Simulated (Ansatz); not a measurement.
**NaI (within 0.1 Å of Cmmm, No. 65, 4 atoms in the cell; start mp-1246268; a measured phase of this formula has another space group)**

Calculation: LDA (PAW; Ansatz, a program for electronic structure).

Run with plane-wave cutoff 520 eV, 8×8×6 k mesh (along the axes of the cell as run), Fermi–Dirac smearing 0.01 eV, scalar-relativistic PAW data made under PBE.

Cell (relaxed at this level):

```cif
data_I2Na2
_chemical_formula_sum 'Na2 I2'
_space_group_name_H-M_alt 'P 1'
_space_group_IT_number 1
_cell_length_a 4.66369
_cell_length_b 4.05097
_cell_length_c 6.75408
_cell_angle_alpha 90.000
_cell_angle_beta 90.000
_cell_angle_gamma 90.000
loop_
_space_group_symop_operation_xyz
  'x, y, z'
loop_
_atom_site_label
_atom_site_type_symbol
_atom_site_fract_x
_atom_site_fract_y
_atom_site_fract_z
_atom_site_occupancy
Na1 Na 0.25000 0.50000 0.25034 1
Na2 Na 0.75000 0.50000 0.74966 1
I1 I 0.25000 0.00000 0.74996 1
I2 I 0.75000 0.00000 0.25004 1
```

| Property | Value |
|---|---|
| band gap | 2.29 eV |
| smallest direct gap on the k points sampled | 2.59 eV |

Spin–orbit coupling is not included; with these elements it can move the gap by several tenths of an eV or more.

Static lattice: no zero-point or thermal effects.

A start named mp-… is a Materials Project structure, which need not be a measured phase.
